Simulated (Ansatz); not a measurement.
**ZnSe: pressure series**

Base system: ZnSe in the zinc blende structure (space group F-43m, No. 216).

```yaml
crystal:
  lattice:
    - [0.00000, 2.81667, 2.81667]
    - [2.81667, 0.00000, 2.81667]
    - [2.81667, 2.81667, 0.00000]
  atoms:
    - { symbol: Zn, position: [0.00000, 0.00000, 0.00000] }
    - { symbol: Se, position: [0.25000, 0.25000, 0.25000] }
```

Cell and atoms are relaxed at each pressure.

Computed with PBEsol (Ansatz, a quantum-chemistry and plane-wave program; PAW; 420 eV plane waves; scalar-relativistic without spin-orbit coupling).

```csv
pressure (GPa),volume per atom (Å³/atom)
-2,23.096
0,22.346
0.9,?
2.1,21.683
4.5,21.042
9,20.059
15,19.043
22.5,18.062
30,17.283
```

### Question
Fit the third-order Birch–Murnaghan form P(V) = (3B₀/2)[(V₀/V)^(7/3) − (V₀/V)^(5/3)]·[1 + (3/4)(B₀′ − 4)((V₀/V)^(2/3) − 1)] (squares taken in P) to the rows shown and predict the withheld row.

### Answer
Least squares on the printed values gives V₀ = 22.346 Å³/atom, B₀ = 65.5 GPa, B₀′ = 4.5; this predicts 22.050 Å³/atom, and the run gives 22.049 Å³/atom, in agreement.

Measured bulk modulus of ZnSe: 62.4 GPa (temperature not stated; as listed in Cormac Toher et al., Physical Review Materials (2017)); the computed value is for a static lattice, so the two differ by thermal effects too.

Load acts through the strain it causes; cell and atoms are relaxed under it. Stability against distortions was not tested. Measured, ZnSe leaves this structure (for rock salt) near 13 GPa (temperature not stated; as listed in M. Köfferlein et al., Hyperfine Interactions (1994)).
